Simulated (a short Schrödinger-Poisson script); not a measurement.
System: symmetric double-gate stack, Al2O3 on p-type Si(100), at 77 K.

| layer | material | thickness (nm) | Na (cm⁻³) |
|---|---|---|---|
| 1 | Al2O3 | 3.8 | - |
| 2 | Si | 3 | 5e15 |
| 3 | Al2O3 | 3.8 | - |

Constants are typed, rounded textbook-type inputs, not results; the design itself was drawn at random and stands for no fabricated device. Al2O3: permittivity 9, conduction-band edge (eV) 2.7, gap (eV) 6.8, electron mass (mₑ) 0.3. Si: permittivity 11.7, conduction-band edge (eV) 0, gap (eV) 1.124, Nv at 300 K (cm⁻³) 3.1e19.

Channel valleys (confinement mass, in-plane density-of-states mass, number): Δ2 0.916, 0.19, 2; Δ4 0.19, 0.417, 4. At the gates, both at one voltage, the conduction-band edge of layer 1 lies 2.82 eV − eVg above the Fermi level of the channel. Gaps are held at their typed values at every temperature. Mesh 0.03 nm at interfaces.

Solved with a short Schrödinger-Poisson script written for these runs: 1D Poisson equation in equilibrium, electrons quantum, Hartree (BenDaniel-Duke, 12 states a valley, the channel's in-plane mass for all, wave functions free to enter the dielectric), parabolic valleys, classical holes, full ionisation, no traps, pinning or gate leakage.

The same stack at other levels of the model or other numerical settings:

```
run                                          sheet density of all electrons at Vg = 0.8 V (cm⁻²)  sheet density of all electrons at Vg = 0.2 V (cm⁻²)  capacitance of both gates at Vg = 0.8 V (μF/cm²)  rough cost against the base
-------------------------------------------  ---------------------------------------------------  ---------------------------------------------------  ------------------------------------------------  ---------------------------
base                                                                                     1.26e13                                              8.30e11                                              3.24                      about 1
electrons treated as classical, Boltzmann                                                1.68e13                                              1.85e12                                              4.10                         0.03
electrons treated as classical, Fermi-Dirac                                              1.54e13                                              1.75e12                                              3.73                          0.1
mesh six times as coarse                                                                 1.26e13                                              8.27e11                                              3.22                          0.3
one subband a valley                                                                     1.26e13                                              8.30e11                                              3.24                          0.3
```

The classical rows ignore confinement, and Boltzmann statistics overrate the density once the band edge passes the Fermi level.
